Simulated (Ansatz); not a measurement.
## Enthalpy of formation of GePt (model structure, started from the WC type, P-6m2, No. 187, 2 atoms in the cell) at several levels of theory

No measured value is used here.

```json
[
 {"level (code)": "PBE (Ansatz)", "value (eV/atom)": "-0.227"},
 {"level (code)": "PBEsol (Ansatz)", "value (eV/atom)": "-0.244"},
 {"level (code)": "PBE-D3(BJ) (Ansatz)", "value (eV/atom)": "-0.222"},
 {"level (code)": "r²SCAN (Ansatz)", "value (eV/atom)": "(withheld)"}
]
```

**Question.** What belongs in the gaps?

**Answer.** 
- r²SCAN (Ansatz, a quantum-chemistry and plane-wave program), value (eV/atom): -0.215

Density-functional levels without +SOC have no spin–orbit coupling, which shifts binding energies of heavy elements. Each level is taken at its own relaxed cell. Ansatz's density-functional and Hartree–Fock values are scalar-relativistic unless marked +SOC, with PAW data made under PBE.

A model structure was made by putting elements into a prototype or built by hand; it is no filed structure, need not be a known phase, and can be a saddle point held by its symmetry.
